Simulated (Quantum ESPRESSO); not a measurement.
Worked example: self-consistent single point of the (100) slab of Ba2H3I (cut from a parent of space group no. 164; 6 atoms in the cell) in Quantum ESPRESSO.

Level of theory: LDA (PZ), GBRV 1.5 ultrasoft (LDA) pseudopotentials (plane waves; Quantum ESPRESSO).

The change in words: vacuum of 7 angstrom (first run: 14 Å). Reference geometry:
```xyz
6
Lattice="4.5137 0.0000 0.0000 0.0000 8.0790 0.0000 0.0000 0.0000 16.6060" Properties=species:S:1:pos:R:3 pbc="T T T"
Ba     1.1284     5.5318     7.0000
Ba     1.1284     2.5471     9.6060
H      1.1284     2.8769     7.0000
H      1.1284     5.2020     9.6060
H      3.3853     4.0395     8.3030
I      3.3853     0.0000     8.3030
```

Reference input (self-consistent single point, DFT, LDA (PZ), plane waves, GBRV 1.5 ultrasoft (LDA) pseudopotentials): ecutwfc = 40 Ry; ecutrho = 200 Ry; occupations = smearing; smearing = fd; degauss = 0.0036749 Ry; potentials = {Ba: ba_lda_v1.uspp.F.UPF, H: h_lda_v1.4.uspp.F.UPF, I: i_lda_v1.uspp.F.UPF}; K_POINTS = automatic 3 2 1 0 0 0; conv_thr = 1e-10 Ry; mixing_beta = 0.4. This run's input differs from it in these lines:

```diff
@@ -29,8 +29,8 @@
    0.00000000    15.26700665     0.00000000
-   0.00000000     0.00000000    31.38078069
+   0.00000000     0.00000000    18.15266947
 ATOMIC_POSITIONS crystal
-Ba    0.25000000    0.68472000    0.42153500
-Ba    0.25000000    0.31528000    0.57846500
-H     0.25000000    0.35610000    0.42153500
-H     0.25000000    0.64390000    0.57846500
+Ba    0.25000000    0.68472000    0.36435600
+Ba    0.25000000    0.31528000    0.63564400
+H     0.25000000    0.35610000    0.36435600
+H     0.25000000    0.64390000    0.63564400
 H     0.75000000    0.50000000    0.50000000
```

Output (repeated stretches shortened):

```
     Self-consistent Calculation

     iteration #  1     ecut=    40.00 Ry     beta= 0.40

     negative rho (up, down):  1.921E-01 0.000E+00

     total energy              =    -208.85095188 Ry
     estimated scf accuracy    <       0.70151313 Ry

     iteration #  2     ecut=    40.00 Ry     beta= 0.40

     negative rho (up, down):  1.868E-01 0.000E+00

     total energy              =    -208.91696445 Ry
     estimated scf accuracy    <       0.05699835 Ry

     iteration #  3     ecut=    40.00 Ry     beta= 0.40

     negative rho (up, down):  1.826E-01 0.000E+00

     total energy              =    -208.92771433 Ry
     estimated scf accuracy    <       0.01068729 Ry

   [... 7 blocks of this kind left out ...]

     iteration # 11     ecut=    40.00 Ry     beta= 0.40

     negative rho (up, down):  1.799E-01 0.000E+00

     total energy              =    -208.93072222 Ry
     estimated scf accuracy    <          3.2E-10 Ry

     iteration # 12     ecut=    40.00 Ry     beta= 0.40

     negative rho (up, down):  1.799E-01 0.000E+00
     End of self-consistent calculation

     the Fermi energy is     0.7594 ev

!    total energy              =    -208.93072222 Ry
     estimated scf accuracy    <          3.5E-11 Ry
     smearing contrib. (-TS)   =      -0.00000820 Ry
     internal energy E=F+TS    =    -208.93071402 Ry

     convergence has been achieved in  12 iterations

     negative rho (up, down):  1.799E-01 0.000E+00

     Forces acting on atoms (cartesian axes, Ry/au):

     atom    1 type  1   force =     0.00000000   -0.03041772    0.07396204
     atom    2 type  1   force =     0.00000000    0.03041772   -0.07396204
     atom    3 type  2   force =     0.00000000    0.01848203    0.01533970
     atom    4 type  2   force =     0.00000000   -0.01848203   -0.01533970
     atom    5 type  2   force =     0.00000000    0.00000000    0.00000000
   [... lines left out ...]
     Total force =     0.118089     Total SCF correction =     0.000011
   [... lines left out ...]

     negative rho (up, down):  1.799E-01 0.000E+00
          total   stress  (Ry/bohr**3)                   (kbar)     P=      -24.63
  -0.00005557   0.00000000   0.00000000           -8.17        0.00        0.00
   0.00000000  -0.00023703   0.00002529            0.00      -34.87        3.72
   0.00000000   0.00002529  -0.00020970            0.00        3.72      -30.85

   JOB DONE.
```

The run converged in 12 iterations. Against the reference run the free energy goes down by 13.9 meV/atom, the largest force goes from 2.126 to 2.056 eV/Å and the gap on the mesh goes from 0.681 to 0.791 eV.

The starting cell comes from a database of computed structures (which also holds hypothetical and non-ambient phases and stackings), without a prior relaxation at this level. The slab is cut from that crystal, and its faces are unrelaxed. Its lattice was rescaled by up to half a per cent. Spin-orbit coupling is off. Spin polarisation is off, though cut faces can carry moments; a gap of a slab can lie between surface states. Forces in this geometry exceed 1 eV/Å.

Cost on one core of a shared machine: roughly 60 s.
